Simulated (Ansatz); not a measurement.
**Response to strain and stress in Al**

Base system: Al in the fcc (Cu type) structure (space group Fm-3m, No. 225; a = 3.9937 Å; relaxed with 0.1 eV smearing). Axes: x, y, z lie along the cube axes.

Strains are applied to the cell and any free atomic positions relax; under biaxial strain the out-of-plane vector relaxes too; under stress the whole cell relaxes.

Method: r2SCAN in Ansatz (plane waves to 500 eV, PAW, without spin-orbit coupling).

Candidates:
(a) uniaxial stress, 2 GPa compression along x
(b) biaxial strain +0.94 %, plane normal [001], relaxed out of plane
(c) isotropic strain +5.94 %
(d) tensor shear ε_xy = +2.96 %
(e) biaxial strain +2.29 %, plane normal [111], relaxed out of plane

Notes on the quantities. energy relative to the base: free energy F.

Order them by energy relative to the base, lowest first.

(b) biaxial strain +0.94 %, plane normal [001], relaxed out of plane (+1.1 meV/atom), (a) uniaxial stress, 2 GPa compression along x (+1.9 meV/atom), (e) biaxial strain +2.29 %, plane normal [111], relaxed out of plane (+7.3 meV/atom), (d) tensor shear ε_xy = +2.96 % (+8.1 meV/atom), (c) isotropic strain +5.94 % (+118 meV/atom)

Stability under load was not tested beyond the relaxation.

Ansatz is an electronic-structure program.
